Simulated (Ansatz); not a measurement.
A self-consistent single point of LuTl3 (Pm-3m, 4 atoms in the cell) with Ansatz (a quantum-chemistry and plane-wave program).

Method: LDA (PW92), PAW files made with PBE (plane waves; Ansatz).

```xyz
4
Lattice="4.7020 0.0000 0.0000 0.0000 4.7020 0.0000 0.0000 0.0000 4.7020" Properties=species:S:1:pos:R:3 pbc="T T T"
Lu     0.0000     0.0000     0.0000
Tl     0.0000     2.3510     2.3510
Tl     2.3510     0.0000     2.3510
Tl     2.3510     2.3510     0.0000
```

Reference input (self-consistent single point, DFT, PBEsol, plane waves, PAW files made with PBE): basis.ecutwfc = 420 eV; kpoints.mp_grid.grid = 5 5 5; hamiltonian.xc = pbesol; hamiltonian.pseudopotentials = {kind: paw} (an earlier, softer set of the program's PAW files); scf.occupations.method = fermi_dirac; scf.occupations.width = 0.1 eV. This run's input differs from it in these lines:

Ansatz 0.2 input:
```diff
@@ -16,3 +16,3 @@
 hamiltonian:
-  xc: pbesol
+  xc: lda
   pseudopotentials:
```

Log, with long lists cut:

```
SCF iter   1: F=—  HF=-47939.840745 eV  |F-HF|=—  |Δ(HF+E_count)|=         —  Δρ=3.78e-2  dr2=2.84e0  ethr=3.10e-3  ⟨swp⟩=6.9  Hψ=1603  notcnv=0
all-band conjugate gradients solve this SCF's bands
preconditioner: auto → Kerker (q_TF=auto, 2.516 Å⁻¹)
SCF iter   2: F=—  HF=-47939.186751 eV  |F-HF|=—  |Δ(HF+E_count)|=   6.54e-1  Δρ=1.63e-2  dr2=6.00e-1  ethr=3.10e-3  ⟨swp⟩=4.2  Hψ=934  notcnv=0
   [... lines left out ...]
SCF iter   7: F=—  HF=-47938.970434 eV  |F-HF|=—  |Δ(HF+E_count)|=   1.19e-4  Δρ=1.60e-4  dr2=4.76e-5  ethr=6.18e-7  ⟨swp⟩=2.6  Hψ=771  notcnv=0
SCF iter   8: F=—  HF=-47938.970431 eV  |F-HF|=—  |Δ(HF+E_count)|=   2.51e-6  Δρ=8.32e-5  dr2=9.50e-6  ethr=7.44e-8  ⟨swp⟩=2.4  Hψ=714  notcnv=0
SCF iter   9: F=—  HF=-47938.970428 eV  |F-HF|=—  |Δ(HF+E_count)|=   3.49e-6  Δρ=9.95e-6  dr2=2.14e-7  ethr=1.48e-8  ⟨swp⟩=2.0  Hψ=713  notcnv=0
SCF iter  10: F=-47938.970427 eV  HF=-47938.970427 eV  |F-HF|=1.57e-8  |Δ(HF+E_count)|=   9.45e-8  Δρ=5.29e-6  dr2=2.64e-8  ethr=1.56e-10  ⟨swp⟩=8.7  Hψ=2458  notcnv=0
SCF 1 converged in 10 iterations: F = -47938.970427 eV  dr2 = 2.64e-8
Free energy (F): -47938.970427 eV
Internal energy: -47938.892423 eV  (E = F + TS)
E sigma→0 (E₀):  -47938.931425 eV
Entropy (-TS):   -0.078004 eV (-19.501 meV/atom)
Fermi energy:    12.589715 eV
--- Forces (eV/Å), atoms counted from 1 ---
  atom   1  Lu    -0.00000000     0.00000000     0.00000000
   [... zero for the other atoms too ...]
--- Stress (GPa, compression-positive) ---
       -4.047036      -0.000000       0.000000
        0.000000      -4.047036       0.000000
        0.000000       0.000000      -4.047036
  P = ⅓ Tr σ = -4.0470 GPa (-40.470 kbar)
  The stress holds the Pulay correction. Without it, at fixed plane waves, as pw.x and ABINIT print it: P = -4.0719 GPa
```

The run converged in 10 iterations. Against the reference run the pressure goes from -1.80 to -4.05 GPa.

The starting cell comes from a database of computed structures (which also holds hypothetical and non-ambient phases and stackings), without a prior relaxation at this level. Its lattice was rescaled by a random factor within 2.5 % of one. With a pressure of about -4 GPa the cell is away from its equilibrium volume at this level. Ansatz's pressure includes its estimate of the finite-basis (Pulay) stress.
